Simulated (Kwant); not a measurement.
Kwant, one-band effective-mass tight-binding model in one dimension, coherent, no space charge, current by the Tsu-Esaki formula.

System: Ge/Si0.2Ge0.8 stack with 3 barriers. One parabolic valley. Leads of mass 0.12 mₑ with the band edge at 0; grid 0.1 nm; bias swept from 0.0048 to 0.18 V, dropping linearly over the stack. Emitter Fermi level 0.0099 eV, 4 K, equal in the collector.

```tsv
layer	thickness (nm)	band offset (eV)	mass (mₑ)
1	2.8	0.12	0.14
2	6.3	0	0.12
3	2.8	0.12	0.14
4	6.3	0	0.12
5	2.8	0.12	0.14
```

Constants are typed, rounded textbook-type inputs, not results; the design itself was drawn at random and stands for no fabricated device.

Sweep values stay those of the base run.

One input was changed, with this effect: J at bias = 0.1800 V 1290 → 7170 A/cm².

Question: Which change was it?
A. mass in the first barrier 0.14 → 0.18 mₑ
B. temperature 4 → 77 K
C. width of the first well 6.3 → 5 nm
D. width of the first well 6.3 → 3.8 nm

Answer: D, width of the first well 6.3 → 3.8 nm
